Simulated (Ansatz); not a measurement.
The parent structure is CoSn (space group P6/mmm, No. 191; a = 5.218 Å, c = 4.172 Å; non-magnetic).

All numbers come from Ansatz (a program for electronic structure) PBEsol, without spin-orbit coupling.

For the base:

The pressure is 0.0 GPa.

Perturbation: the cell is scaled by 1.0272 in all directions, atoms relaxed at fixed cell.

Problem. Estimate the effect on the energy relative to the base.

Solution. The energy goes up by 45 meV/atom.

Problem. Predict the new pressure.

Solution. The pressure (mean of the normal stresses, compression positive) goes from zero to -9.7 GPa.

The cells carry an imposed strain or load. No phonon test of stability was made. Seeded moments were not kept for the base. The final runs are not spin-polarised.
